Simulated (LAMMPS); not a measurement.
W (bcc) at 200 K and zero pressure, started from the crystal, with several potentials, in cells of their own sizes.

Interatomic potentials used:
- EAM-type W_zhou.eam.alloy: classical MD, pair style eam/alloy, file W_zhou.eam.alloy (LAMMPS); Zhou et al, Acta Mater, 49, 4005 (2001)
- MEAM WL.meam: classical MD, pair style meam, file WL.meam (LAMMPS); Lee, Baskes, Kim, Cho. Phys. Rev. B, 64, 184102 (2001)
- MEAM library.meam-W: classical MD, pair style meam, file library.meam (library.meam-W) (LAMMPS); Baskes, Phys Rev B, 46, 2727-2742 (1992)
- SNAP W_2940_2017_2.snap: MD with a machine-learned potential, pair style snap, file W_2940_2017_2.snap (LAMMPS); Wood, M. A. and Thompson, A. P. "Quantum-Accurate Molecular Dynamics Potential for Tungsten" arXiv:1702.07042 [physics.comp-ph]

```json
[
 {"potential": "EAM-type W_zhou.eam.alloy", "state": "crystal; no diffusion seen in 30 ps", "volume": "15.8869 ± 0.0001 Å³/atom", "first peak of g(r)": "2.74 Å, height 12.2", "coordination number": "8.0 (counted to 2.98 Å)", "mean phonon frequency": "4.8 THz", "rough cost (ms per atom and simulated ps)": "3 to 10"},
 {"potential": "MEAM WL.meam", "state": "crystal; no diffusion seen in 30 ps", "volume": "15.8742 ± 0.0001 Å³/atom", "first peak of g(r)": "2.74 Å, height 11.7", "coordination number": "8.0 (counted to 2.98 Å)", "mean phonon frequency": "4.6 THz", "rough cost (ms per atom and simulated ps)": "3 to 10"},
 {"potential": "MEAM library.meam-W", "state": "crystal; no diffusion seen in 30 ps", "volume": "15.9048 ± 0.0002 Å³/atom", "first peak of g(r)": "2.74 Å, height 10.9", "coordination number": "8.0 (counted to 2.98 Å)", "mean phonon frequency": "4.2 THz", "rough cost (ms per atom and simulated ps)": "3 to 10"},
 {"potential": "SNAP W_2940_2017_2.snap", "state": "crystal; no diffusion seen in 9.0 ps", "volume": "16.1406 ± 0.0005 Å³/atom", "first peak of g(r)": "2.75 Å, height 11.0", "coordination number": "8.0 (counted to 2.98 Å)", "mean phonon frequency": "4.5 THz", "rough cost (ms per atom and simulated ps)": "300 to 1000"}
]
```

Costs are rough: whole-run CPU time with set-up and analysis, from shared machines, in bands a factor of about three wide.

Caution: the potential MEAM library.meam-W is a first-neighbour MEAM set with a 4 Å cutoff, used here without a parameter file and away from the static properties it was fitted to.

States go by the mean squared displacement: a species diffuses where it passes 1.5 Å², still rises and gives D over 1e-6 cm²/s; a crystal has left its structure where atoms lie 0.35 Å off their sites on average or a cubic box changes its shape by 3 %, or the axial ratios of another lie 8 % off the starting cell's, which the potential's own relaxation can also do.

Uncertainties are statistical and leave out the potential's own error.
